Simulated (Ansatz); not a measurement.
fcc Yb, treated with PBE (PAW; Ansatz, a program for electronic structure).

The run printed, among other lines:

```
Crystal: 1 atoms, lattice volume = 36.369 Å³
Basis set: ecut = 520 eV, 941 PW (Γ), exchange–correlation on 60×60×60 points (8 copies of the dense FFT grid, shifted against one another)
Bands: 16, of which v1, the nominal top of the filled ones, is band 12 counted from 1 (11 counted from 0)
Symmetry: 48 space group operations
Space group: Fm-3m (ITA 225), of the structure as read, at distance tolerance 3.3e-5 Å
k-points: 195 of 5832
Functional: x = pbe(κ = 0.804, μ = 0.2195149727645171), c = pbe(β = 0.06672455060314922)
SCF iter   1: F=—  HF=-13795.042787 eV  |F-HF|=—  |Δ(HF+E_count)|=         —  Δρ=1.29e-2  dr2=5.00e-2
SCF iter   2: F=—  HF=-13795.033597 eV  |F-HF|=—  |Δ(HF+E_count)|=   9.19e-3  Δρ=4.20e-3  dr2=6.14e-3
  ...
SCF iter   9: F=—  HF=-13795.031348 eV  |F-HF|=—  |Δ(HF+E_count)|=   1.49e-9  Δρ=1.74e-6  dr2=1.01e-9
SCF iter  10: F=-13795.031348 eV  HF=-13795.031348 eV  |F-HF|=3.64e-12  |Δ(HF+E_count)|=  6.55e-11  Δρ=1.28e-7  dr2=5.34e-12
SCF 1 converged in 10 iterations: F = -13795.031348 eV  dr2 = 5.34e-12
SCF converged after 10 iterations
Free energy (F): -13795.031348 eV
Internal energy: -13795.019934 eV  (E = F + TS)
E sigma→0 (E₀):  -13795.025641 eV
Fermi energy:    10.531004 eV
--- Stress (GPa, compression-positive) ---
       -0.367904       0.000000       0.000000
       -0.000000      -0.367904       0.000000
        0.000000      -0.000000      -0.367904
  P = ⅓ Tr σ = -0.3679 GPa (-3.679 kbar)
```

### Question
Write an input file that could have produced this run (the log leaves some choices open).

### Answer
Several could match; the one computed here: 
Ansatz 0.2 input:
```yaml
crystal:
  lattice:
    - [0.0, 2.6296581511, 2.6296581511]
    - [2.6296581511, 0.0, 2.6296581511]
    - [2.6296581511, 2.6296581511, 0.0]
  atoms:
    - { symbol: Yb, position: [0.0, 0.0, 0.0] }
basis:
  ecutwfc: 520
  ecutrho_ratio: 4
  xc_grid: 2
kpoints:
  mp_grid: { grid: [18, 18, 18] }
hamiltonian:
  xc: pbe
  dispersion: none
  pseudopotentials: { kind: paw }
scf:
  occupations: { method: fermi_dirac, width: 0.05 }
  convergence: { dr2_threshold: 0.0000000001 }
output:
  forces: false
  stress: true
  eigenvalues: true
```

The cell is one volume of an energy–volume scan, off the minimum.

It cost very roughly 8 core-seconds of CPU time.
